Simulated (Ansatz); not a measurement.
**What uniaxial strain ε_xx = +1.03 % does to NiSi**

Base system: NiSi (space group Pnma, No. 62; a = 5.190 Å, b = 3.350 Å, c = 5.624 Å; non-magnetic). Axes: x, y, z lie along a, b, c of the conventional cell.

Perturbation: the cell is stretched by 1.03 % along x with no lateral relaxation, atoms relaxed at fixed cell.

Level of theory: PBE (Ansatz, a first-principles code; PAW; 420 eV plane waves; no SOC). Γ-centred 9×14×8 mesh, Fermi–Dirac width 0.05 eV.

```json
[
 {"quantity": "volume per atom", "base": "12.22 Å³", "changed": "12.35 Å³", "shift": "+0.13 Å³"},
 {"quantity": "space group", "base": "Pnma (No. 62)", "changed": "Pnma (No. 62)", "shift": "–"},
 {"quantity": "shortest interatomic distance", "base": "2.288 Å", "changed": "2.295 Å", "shift": "+0.007 Å"},
 {"quantity": "energy relative to the base (free energy F)", "base": "0 meV/atom", "changed": "+1.1 meV/atom", "shift": "+1.1 meV/atom"},
 {"quantity": "pressure (mean of the normal stresses, compression positive)", "base": "0.0 GPa", "changed": "-1.7 GPa", "shift": "-1.7 GPa"},
 {"quantity": "band gap", "base": "zero", "changed": "zero", "shift": "–"},
 {"quantity": "stress (xx, yy, zz, yz, xz, xy; compression positive) (rough)", "base": "–", "changed": "(-2.7, -1.6, -0.9, 0.0, 0.0, 0.0) GPa", "shift": "–"}
]
```

Cost of the whole job for the changed cell (relaxation, final SCF and bands): about 2.7 core-minutes (a rough figure).

Without a gap, meshes like the base's 9×14×8 leave anisotropic stresses uncertain by several tenths of a GPa, and small strain energies with them. Whether these cells are dynamically stable was not tested. Seeded moments were not kept for the base. The final runs are not spin-polarised.
